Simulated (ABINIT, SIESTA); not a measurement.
A SIESTA input for a self-consistent single point of PbF₂ (Fm-3m, 3 atoms in the cell) (DFT, GGA PBEsol, numerical atomic orbitals DZP, PseudoDojo PBEsol standard norm-conserving potentials (rewritten from UPF to PSML)):

```
# files in the folder: Pb.psml F.psml (PseudoDojo PBEsol standard)
SystemName  PbF2
SystemLabel PbF2

NumberOfAtoms                3
NumberOfSpecies              2
%block ChemicalSpeciesLabel
  1 82 Pb
  2 9 F
%endblock ChemicalSpeciesLabel
LatticeConstant              1.0 Ang
%block LatticeVectors
     0.000000000    2.919201000    2.919201000
     2.919201000    0.000000000    2.919201000
     2.919201000    2.919201000    0.000000000
%endblock LatticeVectors
AtomicCoordinatesFormat      ScaledCartesian
%block AtomicCoordinatesAndAtomicSpecies
     0.000000000    0.000000000    0.000000000  1
     4.378801500    4.378801500    4.378801500  2
     1.459600500    1.459600500    1.459600500  2
%endblock AtomicCoordinatesAndAtomicSpecies

XC.functional                GGA
XC.authors                   PBEsol
PAO.BasisSize                DZP
PAO.EnergyShift              0.01 Ry
MeshCutoff                   350 Ry
%block kgrid.MonkhorstPack
   10   0   0  0.0
    0  10   0  0.0
    0   0  10  0.0
%endblock kgrid.MonkhorstPack
OccupationFunction           FD
ElectronicTemperature        10 K

MaxSCFIterations             150
SCF.Mixer.Method             Pulay
SCF.Mixer.Weight             0.25
SCF.Mixer.History            8
SCF.DM.Tolerance             1.0E-05
Diag.ParallelOverK           true
WriteForces                  true
```

Task: Translate this input to ABINIT.

Result: One input that does it (others would too):

```
# PbF2, JTH v2.0 PBE PAW
pp_dirpath "./"
pseudos "Pb.GGA_PBE-JTH.xml, F.GGA_PBE-JTH.xml"
acell 3*1.0 Angstrom
rprim
         0.0000000000    2.9192010000    2.9192010000
         2.9192010000    0.0000000000    2.9192010000
         2.9192010000    2.9192010000    0.0000000000
natom 3
ntypat 2
znucl 82 9
typat 1 2 2
xcart
         0.0000000000    0.0000000000    0.0000000000
         4.3788015000    4.3788015000    4.3788015000
         1.4596005000    1.4596005000    1.4596005000
      Angstrom
ecut 653 eV
pawecutdg 1306 eV
pawxcdev 0
ixc -116133
occopt 1
nband 18
kptopt 1
ngkpt 10 10 10
nshiftk 1
shiftk 0 0 0
nstep 60
tolvrs 1.0e-10
prtwf 0
prtden 0
```

Basis, cutoffs, solver keys and any potentials are the target program's own. This input uses DFT, PBEsol, plane waves, PAW (JTH v2.0 PBE PAW, files made for PBE). Both were run: pressure -0.15 GPa in SIESTA and 2.17 in ABINIT; gap on the mesh 4.234 eV in SIESTA and 4.304 in ABINIT.

On SIESTA: the starting cell comes from a database of computed structures (which also holds hypothetical and non-ambient phases and stackings), without a prior relaxation at this level. Its lattice was rescaled by a random factor within 2.5 % of one. Spin-orbit coupling is off. Values carry the incompleteness of an atom-centred basis.

On ABINIT: the starting cell comes from a database of computed structures (which also holds hypothetical and non-ambient phases and stackings), without a prior relaxation at this level. Its lattice was rescaled by a random factor within 2.5 % of one. Spin-orbit coupling is off. The potentials were made for another functional than the one used.
